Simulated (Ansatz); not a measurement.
IrB₂ (model structure, P6₃/mmc, No. 194, 6 atoms in the cell) was calculated with PBEsol in Ansatz (PAW).

Numerical settings: plane-wave cutoff 520 eV, 24×24×8 k mesh (along the axes of the cell as run), Fermi–Dirac smearing 0.05 eV, no spin polarisation, scalar-relativistic PAW data made under PBE.

Cell (relaxed at this level):

```xyz
6
Lattice="3.0466 0.0000 0.0000 -1.5233 2.6385 0.0000 0.0000 0.0000 7.0106" Properties=species:S:1:pos:R:3 pbc="T T T"
Ir     1.5233     0.8795     5.2579
Ir     0.0000     1.7590     1.7526
B      1.5233     0.8795     3.0871
B      0.0000     1.7590     3.9235
B      0.0000     1.7590     6.5924
B      1.5233     0.8795     0.4182
```

Question: Estimate the bulk modulus that the calculation returns.

Answer: 
bulk modulus: 271 GPa

Note: the run has no spin polarisation, so it can have missed a magnetic state; the bulk modulus is −V dP/dV from two relaxed cells at ±2 % in volume; the relaxation could raise the start's symmetry but not lower it, so the cell can be a saddle point.

Spin–orbit coupling is not included; it can open a gap where bands touch, and shift volumes and moduli.

The computed numbers hold no vibrational or temperature effects.

A model structure was made by putting elements into a prototype or built by hand; it is no filed structure, need not be a known phase, and can be a saddle point held by its symmetry.

Ansatz is an electronic-structure program.
